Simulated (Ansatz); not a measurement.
Results of PBE-D4 (PAW; Ansatz, a program for electronic structure) for AlB2-type HfB₂.

Numerical settings: plane-wave cutoff 500 eV, 18×18×12 k mesh (along the axes of the cell as run), Fermi–Dirac smearing 0.05 eV, scalar-relativistic PAW data made under PBE.

Computed at the level's own relaxed cell.

**Question.** What does this level give for the equilibrium volume per atom, lattice constant a and c axis length?

**Answer.** 
- equilibrium volume per atom: 9.73 Å³/atom
- lattice constant a: 3.128 Å
- c axis length: 3.443 Å

Measured, for comparison: equilibrium volume per atom 9.91 Å³/atom (room temperature, not corrected to a static lattice; as tabulated in Burrage et al. (2022), doi:10.3390/ma15082762); lattice constant a 3.14 Å, lattice parameter c 3.48 Å (temperature not stated, copied from a table, unchecked, not corrected to a static lattice; as tabulated in Journal of Nuclear Materials 21, 14 (1967)). Computed (rounded) less measured: equilibrium volume per atom -1.8 %, lattice constant a not scored (unchecked), lattice parameter c not scored (unchecked). A static lattice is as a rule a little smaller and stiffer than an uncorrected measurement, which narrows the difference in the equilibrium volume per atom, lattice constant a, lattice parameter c and would widen misses of the other sign.

Spin–orbit coupling is not included.

The computed numbers hold no vibrational or temperature effects.

Cost on a shared machine: about 50 core-seconds (a rough figure).
